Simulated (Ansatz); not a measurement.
SiO2 (P4₁2₁2, No. 92) was calculated with HSE06 (plane waves, PAW; Ansatz, an electronic-structure program).

Settings: plane-wave cutoff 500 eV, 4×4×4 k mesh, gaussian smearing 0.02 eV, scalar-relativistic PAW data made under PBE.

Cell (relaxed with r²SCAN):

```xyz
12
Lattice="4.9803 0.0000 0.0000 0.0000 4.9803 0.0000 0.0000 0.0000 6.9183" Properties=species:S:1:pos:R:3 pbc="T T T"
Si     1.5057     1.5057     0.0000
Si     3.9959     0.9844     5.1887
Si     0.9844     3.9959     1.7296
Si     3.4746     3.4746     3.4592
O      1.1864     0.5430     1.2544
O      3.6766     1.9471     3.9344
O      1.3038     3.0332     0.4752
O      3.7939     4.4373     4.7135
O      4.4373     3.7939     2.2048
O      1.9471     3.6766     2.9839
O      3.0332     1.3038     6.4431
O      0.5430     1.1864     5.6639
```

### Question
Predict the band gap.

### Answer

* **band gap**: 7.51 eV (on the SCF k mesh)

Note: cell and atoms aren't relaxed at this level (largest force component 0.05 eV/Å).

The computed numbers hold no vibrational or temperature effects.

It cost about 7 core-minutes (a rough figure) of CPU time.
